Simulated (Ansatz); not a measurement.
## SrVO3 under a change: uniaxial stress, 0.5 GPa compression along x

The reference is SrVO₃ in the cubic perovskite structure (space group Pm-3m, No. 221; a = 3.809 Å). Axes: x, y, z lie along the cube axes.

It is then changed as follows: uniaxial stress, 0.5 GPa compression along x; all other stress components relax to zero.

Computed with PBEsol (Ansatz, a program for electronic structure; PAW; 420 eV plane waves; no SOC). Settings: 12×12×12 k-points, 0.05 eV Fermi–Dirac smearing.

The space group goes from Pm-3m (No. 221) to P4/mmm (No. 123) and the energy is nearly the same. The band gap is still zero and the strain response (xx, yy, zz) is (−0.16, +0.04, +0.04) % (rough).

Final structure:

```
CELL_PARAMETERS angstrom
      3.80312     0.00000     0.00000
      0.00000     3.81090     0.00000
      0.00000     0.00000     3.81090
ATOMIC_POSITIONS crystal
  Sr 0.00000 0.00000 0.00000
  V  0.50000 0.50000 0.50000
  O  0.00000 0.50000 0.50000
  O  0.50000 0.50000 0.00000
  O  0.50000 0.00000 0.50000
```

Without a gap, meshes like the base's 12×12×12 leave anisotropic stresses uncertain by several tenths of a GPa, and small strain energies with them. Stability under load was not tested beyond the relaxation. Seeded moments were not kept for the base. No Hubbard U is applied, and correlation can decide whether such a compound is a metal. The final runs are not spin-polarised. An odd electron count without spin: SrVO3.
